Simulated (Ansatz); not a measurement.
System: TiAs (model structure, started from the WC type, P-6m2, No. 187, 2 atoms in the cell). Method: LDA (Ansatz, a first-principles code, plane waves, PAW).

Run with plane-wave cutoff 520 eV, 18×18×16 k mesh (along the axes of the cell as run), Fermi–Dirac smearing 0.05 eV, no spin polarisation, scalar-relativistic PAW data made under PBE.

Cell (relaxed at this level):

```cif
data_AsTi
_chemical_formula_sum 'Ti1 As1'
_space_group_name_H-M_alt 'P 1'
_space_group_IT_number 1
_cell_length_a 3.38693
_cell_length_b 3.38693
_cell_length_c 3.31148
_cell_angle_alpha 90.000
_cell_angle_beta 90.000
_cell_angle_gamma 120.000
loop_
_space_group_symop_operation_xyz
  'x, y, z'
loop_
_atom_site_label
_atom_site_type_symbol
_atom_site_fract_x
_atom_site_fract_y
_atom_site_fract_z
_atom_site_occupancy
Ti1 Ti 0.00000 0.00000 0.00000 1
As1 As 0.66667 0.33333 0.50000 1
```

Problem. Give the computed bulk modulus B0.

Solution. 
- bulk modulus B0 = 124 GPa

Note: the run has no spin polarisation, so it can have missed a magnetic state; the bulk modulus is −V dP/dV from two relaxed cells at ±2 % in volume; the relaxation could raise the start's symmetry but not lower it, so the cell can be a saddle point.

It cost around 110 core-seconds (rough) of CPU time.

A model structure was made by putting elements into a prototype or built by hand; it is no filed structure, need not be a known phase, and can be a saddle point held by its symmetry.
